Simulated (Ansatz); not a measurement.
## BN in the wurtzite structure (space group P6_3mc, No. 186)

```
CELL_PARAMETERS angstrom
      2.55453     0.00000     0.00000
     -1.27726     2.21229     0.00000
      0.00000     0.00000     4.22457
ATOMIC_POSITIONS crystal
  B  0.66667 0.33333 0.99991
  B  0.33333 0.66667 0.49991
  N  0.66667 0.33333 0.62529
  N  0.33333 0.66667 0.12529
```

The values are results of Kohn–Sham DFT with the PBE functional, run in Ansatz (an electronic-structure program) with PAW and 420 eV plane waves, no spin-orbit coupling, not measurements. Settings: 15×15×8 k-points, 0.05 eV Fermi–Dirac smearing.

| Quantity | Result |
|---|---|
| Volume per atom | 5.97 Å³ |
| Density | 3.45 g/cm³ |
| Band gap | 5.23 eV, indirect, Γ → K |
| Electron mass | 0.31 mₑ along c, 0.51 mₑ across |
| Total energy | -271.121 eV/atom (σ→0; compares only within this code and set-up) |

Effective masses come from finite differences of ±0.01 Å⁻¹. Semilocal Kohn–Sham gaps tend to fall short of experiment. No phonon test of stability was made.
